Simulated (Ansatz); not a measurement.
The parent structure is W in the bcc (W type) structure (space group Im-3m, No. 229).

```yaml
crystal:
  lattice:
    - [-1.59176, 1.59176, 1.59176]
    - [1.59176, -1.59176, 1.59176]
    - [1.59176, 1.59176, -1.59176]
  atoms:
    - { symbol: W, position: [0.00000, 0.00000, 0.00000] }
```

Levels (all Ansatz, a first-principles code, PAW): PBE (420 eV, no SOC); r2SCAN (500 eV, without spin-orbit coupling).

The geometry is relaxed with PBE.

```
Item           Result
------------  -------
PBE pressure  0.0 GPa
```

With r2SCAN at the same geometry, the pressure goes from zero to -4.4 GPa.

Single points use the geometry relaxed with PBE. Their cutoffs differ, which shifts pressures a little. Whether these cells are dynamically stable was not tested. The final runs are not spin-polarised.
